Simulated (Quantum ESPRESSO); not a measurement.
A self-consistent single point of In2Ag (P1, 6 atoms in the cell) with Quantum ESPRESSO.

Method: LDA (PZ), GBRV 1.5 ultrasoft (LDA) pseudopotentials (plane waves; Quantum ESPRESSO).

The change in words: atoms moved at random. Reference geometry:
```
In2Ag
1.0
   -3.47150     3.47150     2.78740
    3.47150    -3.47150     2.78740
    3.47150     3.47150    -2.78740
In Ag
4 2
Cartesian
  1.07311   2.39839   0.00000
  2.39839   1.07311   2.78740
  4.54461   1.07311   0.00000
 -1.07311   2.39839   2.78740
  0.00000   0.00000   4.18110
  0.00000   0.00000   1.39370
```

Reference input (self-consistent single point, DFT, LDA (PZ), plane waves, GBRV 1.5 ultrasoft (LDA) pseudopotentials): ecutwfc = 40 Ry; ecutrho = 320 Ry; occupations = smearing; smearing = fermi-dirac; degauss = 0.0073499 Ry; potentials = {In: in_lda_v1.4.uspp.F.UPF, Ag: ag_lda_v1.4.uspp.F.UPF}; K_POINTS = automatic 5 5 5 0 0 0; conv_thr = 1e-11 Ry. This run's input differs from it in these lines:

```diff
@@ -29,8 +29,8 @@
 ATOMIC_POSITIONS {angstrom}
-In    1.0731100800    2.3983899200    0.0000000000
-In    2.3983899200    1.0731100800    2.7874000000
-In    4.5446100800    1.0731100800    0.0000000000
-In   -1.0731100800    2.3983899200    2.7874000000
-Ag    0.0000000000    0.0000000000    4.1811000000
-Ag    0.0000000000    0.0000000000    1.3937000000
+In    1.1042112485    2.4502298295    0.0356759326
+In    2.3918773860    1.0412417100    2.8012422284
+In    4.5684315130    1.0010417400   -0.0032724076
+In   -1.0859928165    2.4751482565    2.8027446370
+Ag   -0.0103415985   -0.0227695685    4.1465780510
+Ag   -0.0251926755   -0.0018919675    1.3666315586
 K_POINTS {automatic}
```

Output, abridged:

```
     Self-consistent Calculation

     iteration #  1     ecut=    40.00 Ry     beta= 0.70

     total energy              =   -1056.86357940 Ry
     estimated scf accuracy    <      95.88418678 Ry

     iteration #  2     ecut=    40.00 Ry     beta= 0.70

     total energy              =   -1084.70719763 Ry
     estimated scf accuracy    <     266.09421967 Ry

     iteration #  3     ecut=    40.00 Ry     beta= 0.70

     total energy              =   -1119.61976008 Ry
     estimated scf accuracy    <      35.77046470 Ry

   [... 14 blocks of this kind left out ...]

     iteration # 18     ecut=    40.00 Ry     beta= 0.70

     total energy              =   -1123.88187010 Ry
     estimated scf accuracy    <          3.5E-11 Ry

     iteration # 19     ecut=    40.00 Ry     beta= 0.70
     End of self-consistent calculation

     the Fermi energy is    11.9959 ev

!    total energy              =   -1123.88187010 Ry
     estimated scf accuracy    <          3.7E-12 Ry
     smearing contrib. (-TS)   =      -0.00679950 Ry
     internal energy E=F+TS    =   -1123.87507060 Ry

     convergence has been achieved in  19 iterations

     Forces acting on atoms (cartesian axes, Ry/au):

     atom    1 type  1   force =    -0.00348494   -0.00758752   -0.00294363
     atom    2 type  1   force =    -0.00259907    0.00235635   -0.00066535
     atom    3 type  1   force =     0.00049653    0.01002442    0.00009460
     atom    4 type  1   force =    -0.00194608   -0.00863695   -0.00037758
     atom    5 type  2   force =     0.00402654    0.00253647    0.00231986
     atom    6 type  2   force =     0.00350701    0.00130723    0.00157208

     Total force =     0.017746     Total SCF correction =     0.000015

          total   stress  (Ry/bohr**3)                   (kbar)     P=      -52.78
  -0.00035729   0.00000850   0.00000370          -52.56        1.25        0.54
   0.00000850  -0.00042080  -0.00000216            1.25      -61.90       -0.32
   0.00000370  -0.00000216  -0.00029834            0.54       -0.32      -43.89

   JOB DONE.
```

The run converged in 19 iterations. Against the reference run the free energy goes up by 5.2 meV/atom, the pressure stays near -5.28 GPa while the xx stress (positive for compression) goes from -5.91 to -5.26 GPa and the largest force goes from 0.016 to 0.258 eV/Å.

The starting cell comes from a database of computed structures (which also holds hypothetical and non-ambient phases and stackings), without a prior relaxation at this level. For this run, on top of that: atoms moved at random. With a pressure of about -5 GPa the cell is away from its equilibrium volume at this level.

Cost on one core of a shared machine: roughly 7 min.
